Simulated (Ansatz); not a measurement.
The reference is CdSe in the zinc blende structure (space group F-43m, No. 216).

```
CELL_PARAMETERS angstrom
      0.00000     3.06658     3.06658
      3.06658     0.00000     3.06658
      3.06658     3.06658     0.00000
ATOMIC_POSITIONS crystal
  Cd 0.00000 0.00000 0.00000
  Se 0.25000 0.25000 0.25000
```

Cartesian axes are those of the cell as printed.

The values are results of r2SCAN (Ansatz, a first-principles code), scalar-relativistic without spin-orbit coupling, not measurements.

Before the change:

| Quantity | Value |
|---|---|
| Gap character | direct at Γ |
| Band gap | 1.04 eV |

Now apply this change: biaxial strain +1.50 %, plane normal [001], relaxed out of plane (Cartesian); in-plane vectors clamped, the third vector and the atoms free.

Question: How does this affect the gap character?

Answer: The gap character remains direct at Γ.

Question: Predict the new out-of-plane strain.

Answer: The out-of-plane strain is -2.21 %.

Question: What happens to the energy relative to the base?

Answer: The energy goes up by 1.6 meV/atom.

Question: How does this affect the band gap?

Answer: The band gap decreases by 0.09 eV to 0.95 eV.

No phonon test of stability was made. k-point labels follow each cell's own Brillouin zone.
